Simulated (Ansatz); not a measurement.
Cells marked so need not be the phases stable at ambient conditions, and some may be hypothetical.

 Where the default PAW files enter, the runs use the earlier of Ansatz's two default sets.

The gap is the functional's own. No spin-orbit coupling. Mid-gap values are interpolated on the energy grid.

A. Te2Mo (P6_3/mmc, 6 atoms a cell, 24.2 Å³ an atom, 3 GPa at this level), along the normal of (110)
B. La2O3 (P-3m1, 5 atoms a cell, 16.4 Å³ an atom), along the normal of (111)
C. CdS (Fm-3m, rock salt, not sure to be the ambient phase, 2 atoms a cell, 20.9 Å³ an atom, -2 GPa at this level), along the normal of (001)

Task: Rank these by mid-gap decay constant of the slowest evanescent state (highest first), as r2SCAN run with Ansatz (a program for electronic structure) gives it.

Result: B (0.40 1/Å), A (0.16 1/Å), C (0.13 1/Å)
